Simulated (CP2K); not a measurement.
CP2K run on Pb (Fm-3m, 1 atom in the cell): relaxation of cell and atoms.

Method: PBE, GPW, DZVP-MOLOPT-SR-GTH basis, GTH-PBE potentials (GTH_POTENTIALS) (CP2K).

```yaml
crystal:
  lattice:
    - [3.56340, 0.00000, 0.00000]
    - [1.78170, 3.08599, 0.00000]
    - [1.78170, 1.02866, 2.90950]
  atoms:
    - { symbol: Pb, position: [0.00000, 0.00000, 0.00000] }
```

Reference input (self-consistent single point, DFT PBE, GPW, DZVP-MOLOPT-SR-GTH basis, GTH-PBE potentials (GTH_POTENTIALS)): CUTOFF = 400 Ry; REL_CUTOFF = 50 Ry; SMEAR/METHOD = FERMI_DIRAC; ELECTRONIC_TEMPERATURE = 1160.45 K; KPOINTS/SCHEME = MONKHORST-PACK 8 8 8; GAMMA_CENTERED = T; XC_FUNCTIONAL = PBE; Pb/BASIS_SET = DZVP-MOLOPT-SR-GTH-q4; Pb/POTENTIAL = GTH-PBE-q4; METHOD = GPW; EPS_DEFAULT = 1e-10; NGRIDS = 5. This run's input differs from it in these lines:

```diff
@@ -2,3 +2,3 @@
   PROJECT pb
-  RUN_TYPE ENERGY_FORCE
+  RUN_TYPE CELL_OPT
   PRINT_LEVEL LOW
@@ -14,2 +14,3 @@
       EPS_DEFAULT 1E-10
+      EXTRAPOLATION USE_GUESS
     &END QS
@@ -22,3 +23,3 @@
       SCF_GUESS ATOMIC
-      EPS_SCF 1E-6
+      EPS_SCF 1E-7
       MAX_SCF 100
@@ -84,2 +85,20 @@
 &END FORCE_EVAL
+&MOTION
+  &CELL_OPT
+    OPTIMIZER BFGS
+    MAX_ITER 60
+    MAX_FORCE 4E-4
+    RMS_FORCE 3E-4
+    EXTERNAL_PRESSURE [GPa] 0
+    PRESSURE_TOLERANCE [bar] 200
+  &END CELL_OPT
+  &PRINT
+    &CELL ON
+    &END CELL
+    &RESTART OFF
+    &END RESTART
+    &RESTART_HISTORY OFF
+    &END RESTART_HISTORY
+  &END PRINT
+&END MOTION
```

The program printed (abridged):

```
 SCF WAVEFUNCTION OPTIMIZATION

  Step     Update method      Time    Convergence         Total energy    Change
     1 NoMix/Diag. 0.30E+00      -     0.21174027        -3.6006138417 -3.60E+00
     2 Broy./Diag. 0.30E+00      -     0.00081677        -3.6153078608 -1.47E-02
     3 Broy./Diag. 0.30E+00      -     0.00591046        -3.5854489506  2.99E-02
     4 Broy./Diag. 0.30E+00      -     0.00073823        -3.5800365023  5.41E-03
     5 Broy./Diag. 0.30E+00      -     0.00056314        -3.5763949009  3.64E-03
     6 Broy./Diag. 0.30E+00      -     0.00014840        -3.5759930479  4.02E-04
   [... 3 lines left out ...]
    10 Broy./Diag. 0.30E+00      -     0.00000806        -3.5760123494 -8.53E-06
    11 Broy./Diag. 0.30E+00      -     0.00000033        -3.5760124969 -1.48E-07
    12 Broy./Diag. 0.30E+00      -     0.00000128        -3.5760124678  2.91E-08
    13 Broy./Diag. 0.30E+00      -     0.00000003        -3.5760125505 -8.27E-08
  *** SCF run converged in    13 steps ***

  Overlap energy of the core charge distribution:               0.00000000000018
  Self energy of the core charge distribution:                 -7.30933873422194
  Core Hamiltonian energy:                                      1.45272227759605
  Hartree energy:                                               3.27800471807031
  Exchange-correlation energy:                                 -0.99688066679485
  Electronic entropic energy:                                  -0.00052014510478
  Fermi energy:                                                 0.14722089255323

  Total energy:                                                -3.57601255046033
  Total energy (extrapolated to T->0):                         -3.57575247790794

   [... lines left out ...]
  Fermi energy:                                                 0.14718644055237
  Total energy:                                                -3.57601269440096
 OPT| Pressure deviation [bar]                                   1744.1911329600
 OPT| Pressure tolerance [bar]                                    200.0000000000
 OPT| Pressure is converged                                                   NO
  Fermi energy:                                                 0.14591704355563
  Total energy:                                                -3.57601533017849
 OPT| Pressure deviation [bar]                                     66.7677496151
 OPT| Pressure tolerance [bar]                                    200.0000000000
 OPT| Pressure is converged                                                  YES
   [... lines left out ...]
  Electronic entropic energy:                                  -0.00051728140165
  Fermi energy:                                                 0.14590729075551

  Total energy:                                                -3.57601533083523
  Total energy (extrapolated to T->0):                         -3.57575669013441

 ENERGY| Total FORCE_EVAL ( QS ) energy [hartree]             -3.576015330835232
```

The run converged. 

Summary of the result:
Free energy E − TS: -97.3083 eV
Fermi level (on the code's own zero): 3.97 eV
Pressure: 0.01 GPa
Final cell: a = b = c = 3.5674 Å, α = 60.05°, β = γ = 60.04°
Final volume per atom: 32.13 Å³
Relaxation steps: 5

The starting cell comes from a database of computed structures (which also holds hypothetical and non-ambient phases and stackings), without a prior relaxation at this level. Its lattice was rescaled by a random factor within 2.5 % of one. Values carry the incompleteness of an atom-centred basis.

Cost on one core of a shared machine: roughly 60 s.
